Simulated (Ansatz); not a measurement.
This Ansatz (an electronic-structure program) input is the reference run, CdS in the zinc blende structure (space group F-43m, No. 216), computed with r2SCAN in Ansatz (plane waves to 500 eV, PAW, no SOC):

Ansatz 0.2 input:
```yaml
crystal:
  lattice:
    - [0, 2.938901097, 2.938901097]
    - [2.938901097, 0, 2.938901097]
    - [2.938901097, 2.938901097, 0]
  atoms:
    - { symbol: S, position: [0.75, 0.75, 0.75] }
    - { symbol: Cd, position: [0, 0, 0] }
basis: { ecutwfc: 500, ecutrho_ratio: 4, xc_grid: 4, fft_grid_basis: typed }
kpoints: { mp_grid: { grid: [10, 10, 10] } }
hamiltonian:
  xc: r2scan
  dispersion: none
  pseudopotentials: { kind: paw }
scf: { occupations: { method: fermi_dirac, width: 0.05 }, convergence: { dr2_threshold: 0.0000000002 } }
output: { forces: true, stress: true }
checkpoint: { write: state.ck, write_every: 1000 }
```

### Question
Write the input for this change: a free-standing slab of 2 layers (4 atoms, 2 a layer) is cut normal to [110], with 15 Å of vacuum and the in-plane cell held at bulk.

### Answer
Ansatz 0.2 input:
```yaml
crystal:
  lattice:
    - [4.1562337899, 0, 0]
    - [0, 5.877802194, 0]
    - [0, 0, 17.0781168949]
  atoms:
    - { symbol: S, position: [0.75, 0.5, 0.4391584884] }
    - { symbol: Cd, position: [0.25, 0.25, 0.4391584884] }
    - { symbol: S, position: [1.25, 1, 0.5608415116] }
    - { symbol: Cd, position: [0.75, 0.75, 0.5608415116] }
basis: { ecutwfc: 500, ecutrho_ratio: 4, xc_grid: 4, fft_grid_basis: typed }
kpoints: { mp_grid: { grid: [8, 6, 1] } }
hamiltonian:
  xc: r2scan
  dispersion: none
  pseudopotentials: { kind: paw }
scf: { occupations: { method: fermi_dirac, width: 0.05 }, convergence: { dr2_threshold: 0.0000000004 } }
relax: { f_tol: 0.01, max_steps: 50 }
output: { forces: true, stress: true }
checkpoint: { write: state.ck, write_every: 1000 }
```
This is the input that was run; other choices of cell and start would serve too.

Stability against distortions was not tested.
